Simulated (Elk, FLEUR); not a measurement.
An Elk input for a self-consistent single point of Lu₂Ga₃Cu (P3m1, 6 atoms in the cell) (DFT, LDA (PW92), all-electron FP-LAPW, Elk's shipped species files, APW+lo basis with extra local orbitals):

```
tasks
  0

rgkmax
  8.0

gmaxvr
  16.0

nxlo
  2

lorbcnd
  .true.

rmtscf
  0.93

lmaxi
  3

stype
  0

swidth
  0.00499791

maxscl
  100

scale
  8.091768971

avec
    1.0000000000    0.0000000143    0.0000000000
   -0.5000000124    0.8660253966    0.0000000000
    0.0000000000    0.0000000000    1.6300801105

atoms
  3
  'Lu.in'
  2
  0.6666666667  0.3333333333  0.7301800000    0.0 0.0 0.0
  0.6666666667  0.3333333333  0.2615300000    0.0 0.0 0.0
  'Ga.in'
  3
  0.0000000000  0.0000000000  0.4756900000    0.0 0.0 0.0
  0.0000000000  0.0000000000  0.0467300000    0.0 0.0 0.0
  0.3333333333  0.6666666667  0.9471500000    0.0 0.0 0.0
  'Cu.in'
  1
  0.3333333333  0.6666666667  0.5387100000    0.0 0.0 0.0

ngridk
  6 6 3
```

Question: Write the same calculation as an input for FLEUR.

Answer: This is the input that was run; spellings and numerical settings could be chosen otherwise.

Input of the input generator:

```
Lu2Ga3Cu
&input film=f /
4.2819797353 0.0000000614 0.0000000000
-2.1409899208 3.7083031985 0.0000000000
0.0000000000 0.0000000000 6.9799700000
1.8897261246
1.0 1.0 1.0

6
71 0.6666666667 0.3333333333 0.7301800000
71 0.6666666667 0.3333333333 0.2615300000
31 0.0000000000 -0.0000000000 0.4756900000
31 0.0000000000 -0.0000000000 0.0467300000
31 0.3333333333 0.6666666667 0.9471500000
29 0.3333333333 0.6666666667 0.5387100000

&comp jspins=1 /
&exco xctyp='vwn' /
&kpt div1=6 div2=6 div3=3 gamma=t /
&end /
```

```xml
<?xml version="1.0" encoding="UTF-8" standalone="no"?>
<fleurInput fleurInputVersion="0.39">
   <comment>
      Lu2Ga3Cu                                                                                            
   </comment>
   <calculationSetup>
      <cutoffs Kmax="3.8" Gmax="11.4" GmaxXC="11.4" numbands="0"/>
      <scfLoop itmax="60" minDistance="0.00001" maxIterBroyd="15" imix="Anderson" alpha="0.05" precondParam="0.0" spinf="2.0"/>
      <coreElectrons ctail="T" frcor="F" kcrel="0" coretail_lmax="0"/>
      <xcFunctional name="vwn" relativisticCorrections="F"/>
      <magnetism jspins="1"/>
      <soc l_soc="F" theta="0.0" phi="0.0" spav="F"/>
      <expertModes spex="0" secvar="F"/>
      <geometryOptimization l_f="T" forcealpha="1.0" forcemix="BFGS" epsdisp="0.00001" epsforce="0.00001"/>
      <ldaU l_linMix="F" mixParam="0.05" spinf="1.0"/>
   </calculationSetup>
   <cell>
      <bzIntegration valenceElectrons="100.0" mode="gauss" fermiSmearingEnergy="0.00499791">
         <kPointListSelection listName="default-1"/>
         <!-- k-points included here -->
         <xi:include xmlns:xi="http://www.w3.org/2001/XInclude" href="kpts.xml"> </xi:include>
      </bzIntegration>
      <!-- symmetry operations included here -->
      <xi:include xmlns:xi="http://www.w3.org/2001/XInclude" href="sym.xml"> </xi:include>
      <bulkLattice scale="1.0">
         <bravaisMatrix>
            <row-1>    8.0917689708042033     0.0000001160291841     0.0000000000000000</row-1>
            <row-2>   -4.0458845858410450     7.0076774321431889     0.0000000000000000</row-2>
            <row-3>    0.0000000000000000     0.0000000000000000    13.1902316579242616</row-3>
         </bravaisMatrix>
      </bulkLattice>
   </cell>
   <atomSpecies>
      <species name="Lutetium (Lu)" element="Lu" atomicNumber="71">
         <mtSphere radius="2.68" gridPoints="925" logIncrement="0.014"/>
         <atomicCutoffs lmax="10" lnonsphr="8"/>
         <electronConfig flipSpins="F">
            <coreConfig>(1s1/2) (2s1/2) (2p1/2) (2p3/2) (3s1/2) (3p1/2) (3p3/2) (4s1/2) (3d3/2) (3d5/2) (4p1/2) (4p3/2) (4d3/2) (4d5/2)</coreConfig>
            <valenceConfig>(5s1/2) (5p1/2) (5p3/2) (6s1/2) (4f5/2) (4f7/2) (5d3/2) (5d5/2)</valenceConfig>
            <stateOccupation state="(5d3/2)" spinUp="0.2" spinDown="0.2"/>
            <stateOccupation state="(5d5/2)" spinUp="0.3" spinDown="0.3"/>
         </electronConfig>
         <energyParameters s="6" p="6" d="5" f="4"/>
         <lo type="SCLO" l="0" n="5" eDeriv="0"/>
         <lo type="SCLO" l="1" n="5" eDeriv="0"/>
      </species>
      <species name="Gallium (Ga)" element="Ga" atomicNumber="31">
         <mtSphere radius="2.21" gridPoints="763" logIncrement="0.016"/>
         <atomicCutoffs lmax="8" lnonsphr="6"/>
         <electronConfig flipSpins="F">
            <coreConfig>(1s1/2) (2s1/2) (2p1/2) (2p3/2) (3s1/2) (3p1/2) (3p3/2)</coreConfig>
            <valenceConfig>(4s1/2) (3d3/2) (3d5/2) (4p1/2) (4p3/2)</valenceConfig>
            <stateOccupation state="(4p1/2)" spinUp="0.1666666666667" spinDown="0.1666666666667"/>
            <stateOccupation state="(4p3/2)" spinUp="0.3333333333333" spinDown="0.3333333333333"/>
         </electronConfig>
         <energyParameters s="4" p="4" d="3" f="4"/>
         <lo type="HELO" l="2" n="4" eDeriv="0"/>
      </species>
      <species name="Copper (Cu)" element="Cu" atomicNumber="29">
         <mtSphere radius="2.21" gridPoints="763" logIncrement="0.016"/>
         <atomicCutoffs lmax="8" lnonsphr="6"/>
         <electronConfig flipSpins="F">
            <coreConfig>(1s1/2) (2s1/2) (2p1/2) (2p3/2) (3s1/2) (3p1/2) (3p3/2)</coreConfig>
            <valenceConfig>(4s1/2) (3d3/2) (3d5/2)</valenceConfig>
            <stateOccupation state="(4s1/2)" spinUp="0.5" spinDown="0.5"/>
         </electronConfig>
         <energyParameters s="4" p="4" d="3" f="4"/>
         <lo type="HELO" l="2" n="4" eDeriv="0"/>
      </species>
   </atomSpecies>
   <atomGroups>
      <atomGroup species="Lutetium (Lu)">
         <relPos label="                   1">-1.000/3.000 1.000/3.000 -.2698200000</relPos>
         <force calculate="T" relaxXYZ="TTT"/>
      </atomGroup>
      <atomGroup species="Lutetium (Lu)">
         <relPos label="                   2">-1.000/3.000 1.000/3.000 .2615300000</relPos>
         <force calculate="T" relaxXYZ="TTT"/>
      </atomGroup>
      <atomGroup species="Gallium (Ga)">
         <relPos label="                   3">.0000000000 .0000000000 .4756900000</relPos>
         <force calculate="T" relaxXYZ="TTT"/>
      </atomGroup>
      <atomGroup species="Gallium (Ga)">
         <relPos label="                   4">.0000000000 .0000000000 .0467300000</relPos>
         <force calculate="T" relaxXYZ="TTT"/>
      </atomGroup>
      <atomGroup species="Gallium (Ga)">
         <relPos label="                   5">1.000/3.000 -1.000/3.000 -.0528500000</relPos>
         <force calculate="T" relaxXYZ="TTT"/>
      </atomGroup>
      <atomGroup species="Copper (Cu)">
         <relPos label="                   6">1.000/3.000 -1.000/3.000 -.4612900000</relPos>
         <force calculate="T" relaxXYZ="TTT"/>
      </atomGroup>
   </atomGroups>
   <output dos="F" band="F" slice="F">
      <checks vchk="F" cdinf="F"/>
      <bandDOS minEnergy="-.5*Htr" maxEnergy="0.5*Htr" sigma="0.015" storeEVData="T"/>
      <vacuumDOS vacdos="F" integ="F" star="F" nstars="0" locx1="0.0" locy1="0.0" locx2="0.0" locy2="0.0" nstm="0" tworkf="0.0"/>
      <unfoldingBand unfoldBand="F" supercellX="1" supercellY="1" supercellZ="1"/>
      <plotting iplot="0" polar="F">
         <plot TwoD="T" vec1="  1.0  0.0  0.0" vec2="  0.0  1.0  0.0" vec3="  0.0  0.0  1.0" zero="  0.0  0.0  0.0" file="plot"/>
      </plotting>
      <chargeDensitySlicing numkpt="0" minEigenval="0.0" maxEigenval="0.0" nnne="0" pallst="F"/>
      <specialOutput eonly="F"/>
      <magneticCircularDichroism mcd="F" energyLo="-10.0" energyUp="0.0"/>
   </output>
  <!-- We include the file relax.xml here to enable relaxations (see documentation) -->
  <xi:include xmlns:xi="http://www.w3.org/2001/XInclude" href="relax.xml"> <xi:fallback/> </xi:include>
</fleurInput>
```

Basis settings and potentials, where a program has them, do not carry over. This input uses DFT, LDA (Vosko-Wilk-Nusair), all-electron FLAPW (FLEUR), scalar-relativistic valence. LDA parametrisations can differ slightly between programs.

The starting cell comes from a database of computed structures (which also holds hypothetical and non-ambient phases and stackings), without a prior relaxation at this level.
